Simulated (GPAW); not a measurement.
## Pressure against volume in fcc Al (space group 225) (GPAW, PBEsol)

```yaml
crystal:
  lattice:
    - [0.00000, 1.96620, 1.96620]
    - [1.96620, 0.00000, 1.96620]
    - [1.96620, 1.96620, 0.00000]
  atoms:
    - { symbol: Al, position: [0.00000, 0.00000, 0.00000] }
```

Method: PBEsol, GPAW PAW datasets PBEsol (made by gpaw-setup) (plane waves; GPAW). Settings: mode = pw; ecut = 585 eV; xc = PBEsol; kpts = 25 25 25; mesh shift (steps) = 0 0 0; occupations.name = fermi-dirac; occupations.width = 0.05 eV; nbands = -5; symmetry.symmorphic = false; symmetry.tolerance = 0.0005; maxiter = 150. The cell above is the first row's. The rows scale it uniformly. In all rows the k mesh is held.

| V (Å^3/atom) | P (GPa) |
|---|---|
| 15.203 | 6.14 |
| 15.533 | 3.90 |
| 15.863 | 1.89 |
| 16.194 | 0.09 |
| 16.524 | -1.52 |
| 16.855 | -2.96 |
| 17.185 | -4.23 |
| 17.516 | -5.36 |
| 17.846 | ? |

The 8 complete rows are fitted with a cubic, P against V. With u = V - 16.4, the rows have u = -1.1970, -0.8670, -0.5370, -0.2060, 0.1240, 0.4550, 0.7850, 1.1160. Least squares gives P = -0.939 - 4.8007·u + 0.8371·u² - 0.0769·u³. Residuals (row less fit): 0.001, -0.003, -0.002, 0.004, 0.002, -0.003, -0.001, 0.001; standard error 0.003 (degrees of freedom: 4). The fitted pressure is zero at V0 = 16.21, where dP/dV = -5.126, so B0 = -V0·dP/dV = 83.1 GPa.

Task: What does the fit predict for P at V = 17.846, and how far is the calculated value from it?

Result: u = 1.4460, so P = -0.939 - 4.8007 × 1.4460 + 0.8371 × 1.4460² - 0.0769 × 1.4460³ = -6.363 GPa. The calculation gives -6.36 GPa, which the fit meets to the printed digits. The row lies outside the fitted rows, so this is an extrapolation. From the scatter of the fitted rows alone, a prediction at this place has a standard error of 0.008 GPa, so the miss is 0.4 times that.

Carrying the step between the two nearest rows on in a straight line would have given -6.49, off by 0.13; series whose last step already gives the withheld value aren't shown. The scan was laid around a cell of about the measured size, scaled by a guess for this functional. Cutoffs and mesh are single choices, not tested for convergence of this quantity. Series with a scatter that would blur these digits, or in which a gap closes, are not shown.
